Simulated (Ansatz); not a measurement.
We consider AlB2-type MgB2, described by PBEsol (Ansatz, a program for electronic structure, PAW).

Run with plane-wave cutoff 520 eV, 18×18×12 k mesh (along the axes of the cell as run), Fermi–Dirac smearing 0.1 eV, perturbation theory, force constants from a 6×6×4 q mesh, scalar-relativistic PAW data made under PBE.

Computed at the level's own relaxed cell.

```
MgB2
1.0
    3.06329     0.00000     0.00000
   -1.53164     2.65288     0.00000
    0.00000     0.00000     3.49903
Mg B
1 2
Direct
  0.00000   0.00000   0.00000
  0.66667   0.33333   0.50000
  0.33333   0.66667   0.50000
```

Harmonic phonon frequencies (cm⁻¹; i marks an imaginary mode):

```json
[
 {"q point": "Γ", "frequencies": "0 0 0 340 340 408 605 605 692"},
 {"q point": "A", "frequencies": "231 231 235 235 321 387 555 555 634"},
 {"q point": "K", "frequencies": "274 302 302 446 446 649 711 711 781"},
 {"q point": "H", "frequencies": "278 304 304 493 493 652 712 712 754"}
]
```

No imaginary mode appears at these points.
